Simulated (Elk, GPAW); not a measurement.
An Elk input for a self-consistent single point of Sc (P6_3/mmc, 4 atoms in the cell) (DFT, PBE, all-electron FP-LAPW, Elk's shipped species files, APW+lo basis with extra local orbitals):

```
tasks
  0

xctype
  20

rgkmax
  8.0

gmaxvr
  14.0

nxlo
  2

lorbcnd
  .true.

lmaxi
  2

swidth
  0.00183747

maxscl
  100

avec
    5.9613757600   -0.0000001207    0.0000000000
   -2.9806877755    5.1627029100    0.0000000000
    0.0000000000    0.0000000000   19.1807655184

atoms
  1
  'Sc.in'
  4
  0.0000000000  0.0000000000  0.0000000000    0.0 0.0 0.0
  0.0000000000  0.0000000000  0.5000000000    0.0 0.0 0.0
  0.3333333333  0.6666666667  0.2500000000    0.0 0.0 0.0
  0.6666666667  0.3333333333  0.7500000000    0.0 0.0 0.0

ngridk
  8 8 3
```

### Question
Write the same calculation as an input for GPAW.

### Answer
One input that does it (others would too):

```python
from ase import Atoms
from ase.units import GPa
from gpaw import GPAW, PW, FermiDirac

atoms = Atoms(['Sc', 'Sc', 'Sc', 'Sc'],
              cell=[[3.154625, 0.000000, 0.000000],
                    [-1.577312, 2.731984, 0.000000],
                    [0.000000, 0.000000, 10.150024]],
              scaled_positions=[[0.000000, 0.000000, 0.000000],
                                [0.000000, 0.000000, 0.500000],
                                [0.333333, 0.666667, 0.250000],
                                [0.666667, 0.333333, 0.750000]],
              pbc=True)

calc = GPAW(mode=PW(850),
            xc='PBE',
            kpts={'size': (8, 8, 3), 'gamma': True},
            occupations=FermiDirac(0.05),
            nbands=-12,
            convergence={'density': 1e-05},
            symmetry={'symmorphic': False, 'tolerance': 0.0005},
            maxiter=100,
            txt='-')

atoms.calc = calc

energy = atoms.get_potential_energy()
print('Energy (eV):', round(energy, 6))
forces = atoms.get_forces()
print('Forces (eV/Ang):')
print(forces.round(5))
stress = atoms.get_stress()
print('Stress (GPa, Voigt):', (stress / GPa).round(4))
```

Basis settings and potentials, where a program has them, do not carry over. This input uses DFT PBE, plane waves, GPAW PAW datasets PBE (gpaw-data 1.0.1).

The starting cell was generated: these elements placed on a structure prototype, without a prior relaxation; it need not be a known phase or ordering of this composition. Its lattice was rescaled by a random factor within 2.5 % of one. For this run, on top of that: lattice scaled by 0.98.
